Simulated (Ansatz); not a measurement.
Start from WS$_{2}$ (space group P6_3/mmc, No. 194; a = 3.115 Å, c = 11.772 Å; layered, stacked along the Cartesian z axis).

The values are results of Ansatz (a program for electronic structure) PBEsol-D3(BJ), no spin-orbit coupling, not measurements.

Before the change:

```
Quantity                              Result
---------------------  ---------------------
Pressure                            0.00 GPa
Valence-band top at Γ  0.00, -1.26, -1.60 eV
Smallest direct gap                  1.92 eV
```

Perturbation: every lattice vector is shortened by 0.60 %; the atoms relax in the strained cell.

Question: Estimate the effect on the pressure, energy relative to the base, valence-band top at Γ and smallest direct gap.

Answer: The pressure (mean of the normal stresses, compression positive) goes from zero to 1.74 GPa; the energy grows by 1.6 meV/atom; the valence-band top at Γ (three highest levels, from the VBM) changes from 0.00, -1.26, -1.60 eV to 0.00, -1.23, -1.70 eV; the smallest direct gap grows by 0.08 eV to 2.00 eV.

Spin-orbit coupling, missing from the scalar runs, can matter with W. No phonon test of stability was made.
